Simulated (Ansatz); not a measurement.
Amorphous La6Ti14O37, 57 atoms at 4.42 g/cm³, one PBE-relaxed geometry, zone centre. Methods: PBE, scalar-relativistic without spin-orbit coupling (Ansatz, a program for electronic structure); r2SCAN, scalar-relativistic without spin-orbit coupling (Ansatz); HSE06, scalar-relativistic without spin-orbit coupling (Ansatz). Plane waves to 420 eV (r2SCAN 500 eV); exact exchange is cut at the cell's faces. At PBE the levels at the empty edge of the gap are localised (band-tail or defect states). All rungs ran without spin polarisation.

The cell was made by melting and quenching with the CHGNet potential and then relaxed with DFT. O atoms were pushed apart under 1.9 Å during the dynamics, to hinder bonds among them. The hot cell started wider than the set density and was brought back towards it in steps. It is the lowest in DFT energy of 2 quenches. It is a model cell: composition and starting density were chosen by hand, and all elements were melted together. No dispersion term was used. Its density started from a set value of 4.45 and ended at 4.42 g/cm³. The quench (nominally 240 K/ps over its main leg) was far faster than any real one, so the model tends to hold more defects than a real film. A cell of this size samples the disorder only roughly. Volume and shape were free in the relaxation.

The relaxation ran on the zone centre alone. At PBE the level gap is 2.94 eV on a 2×2×2 Γ-centred mesh, and the spacing at the zone centre alone 2.96 eV.

**Question.** What zone-centre spacing does r2SCAN give, roughly?

**Answer.** 3.33 eV (+0.37 eV against PBE).

**Question.** What zone-centre spacing does HSE06 give, roughly?

**Answer.** 4.55 eV (+1.59 eV against PBE).

The highest filled and the lowest empty state spread over these numbers of atoms (participation numbers): PBE: 15.9 and 5.6; r2SCAN: 15.2 and 5.3; HSE06: 16.0 and 6.1.
